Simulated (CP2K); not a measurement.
Band structure of Bi2Pt (Pa-3, 12 atoms in the cell).

```xyz
12
Lattice="6.7083 0.0000 0.0000 0.0000 6.7083 0.0000 0.0000 0.0000 6.7083" Properties=species:S:1:pos:R:3 pbc="T T T"
Bi     2.4873     2.4873     2.4873
Bi     4.2210     4.2210     4.2210
Bi     0.8668     4.2210     5.8414
Bi     5.8414     2.4873     0.8668
Bi     5.8414     0.8668     4.2210
Bi     0.8668     5.8414     2.4873
Bi     4.2210     5.8414     0.8668
Bi     2.4873     0.8668     5.8414
Pt     0.0000     0.0000     0.0000
Pt     3.3541     0.0000     3.3541
Pt     3.3541     3.3541     0.0000
Pt     0.0000     3.3541     3.3541
```

Method of the run: PBEsol, GPW, DZVP-MOLOPT-PBE-GTH basis, GTH-PBE potentials (POTENTIAL_UZH) (CP2K).

Settings: CUTOFF = 500 Ry; REL_CUTOFF = 50 Ry; SMEAR/METHOD = GAUSSIAN; SIGMA = 0.05 eV; KPOINTS/SCHEME = MONKHORST-PACK 3 3 3; XC_FUNCTIONAL = PBE:PBESOL; Bi/BASIS_SET = DZVP-MOLOPT-PBE-GTH-q5; Bi/POTENTIAL = GTH-PBE-q5; Pt/BASIS_SET = DZVP-MOLOPT-PBE-GTH-q18; Pt/POTENTIAL = GTH-PBE-q18; METHOD = GPW; EPS_DEFAULT = 1e-11; EXTRAPOLATION = USE_GUESS; NGRIDS = 5.

The starting cell comes from a database of computed structures (which also holds hypothetical and non-ambient phases and stackings), without a prior relaxation at this level. Its lattice was rescaled by a random factor within 2.5 % of one. Spin-orbit coupling is off. Spin polarisation is off. Values carry the incompleteness of an atom-centred basis. The potentials were made for another functional than the one used.

Levels in eV from the Fermi level, bands 53 to 58:
```csv
point,53,54,55,56,57,58
Γ,-1.28,-0.26,-0.26,-0.26,-0.26,-0.26
X,-1.27,-1.27,-0.45,-0.45,0.67,0.67
M,-0.63,-0.63,-0.63,-0.63,1.38,1.38
R,-0.73,-0.73,-0.73,-0.73,-0.46,-0.46
```

Bands cross the Fermi level along this path, so the cell is metallic at this level.

Higher empty bands are left out: an atom-centred basis made for the valence describes them poorly.
